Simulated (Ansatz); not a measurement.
Base system: C in the diamond structure (space group Fd-3m, No. 227; a = 3.532 Å). Axes: x, y, z lie along the cube axes.

Level of theory: LDA, PAW, 420 eV (Ansatz, a quantum-chemistry and plane-wave program; no spin-orbit coupling).

Strains are applied to the cell and any free atomic positions relax; under biaxial strain the out-of-plane vector relaxes too.

One change was made to it. Results:

| quantity | base | after |
|---|---|---|
| pressure (mean of the normal stresses, compression positive) | 0.00 GPa | 22.16 GPa |
| energy relative to the base (free energy F) | 0 meV/atom | +27 meV/atom |
| smallest direct gap | 5.62 eV | 5.45 eV |

Q: Which of these changes matches the shifts?
A. biaxial strain −2.00 %, plane normal [001], relaxed out of plane
B. biaxial strain +2.50 %, plane normal [001], relaxed out of plane
C. biaxial strain −2.50 %, plane normal [001], relaxed out of plane
D. biaxial strain −1.50 %, plane normal [001], relaxed out of plane

A: C, biaxial strain −2.50 %, plane normal [001], relaxed out of plane. For comparison, the energy relative to the base in the other runs: biaxial strain −1.50 %, plane normal [001], relaxed out of plane gives +9.7 meV/atom; biaxial strain −2.00 %, plane normal [001], relaxed out of plane gives +17 meV/atom; biaxial strain +2.50 %, plane normal [001], relaxed out of plane gives +25 meV/atom.

Whether these cells are dynamically stable was not tested.
